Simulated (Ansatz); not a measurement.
## Lattice thermal conductivity of CdSe in the zinc blende structure

Method: the phonon Boltzmann equation with three-phonon and isotope scattering; Ansatz (a first-principles code), PBE functional, plane-wave PAW; third-order constants from a 54-atom supercell out to 5.7 Å, harmonic mesh 6×6×6, k mesh 6×6×6, scattering mesh 15×15×15. The cell was generated from a structure type, relaxed within its symmetry, and need not be the phase found at ambient conditions. Dynamical quadrupoles are not included in the interpolation of the phonons between the solved wave vectors. Unless called populations, κ holds the coherence term between modes besides the Boltzmann populations.

```
T (K)  κ (W/m/K)  κ, relaxation time  coherences (mean)
-----  ---------  ------------------  -----------------
100           42                  42              0.014
150           26                  26              0.021
200           19                  19              0.027
250           15                  15              0.033
300           13                  13              0.038
400          9.6                 9.5              0.047
500          7.8                 7.6              0.055
600          6.5                 6.4              0.063
```

The highest phonon frequency is 5.7 THz. The exponent n of κ ∝ T⁻ⁿ above 300 K comes out as 0.98.

Four-phonon, boundary and defect scattering are left out; adding them would lower the computed value.

Whether this phase is the stable one at each condition was not tested.
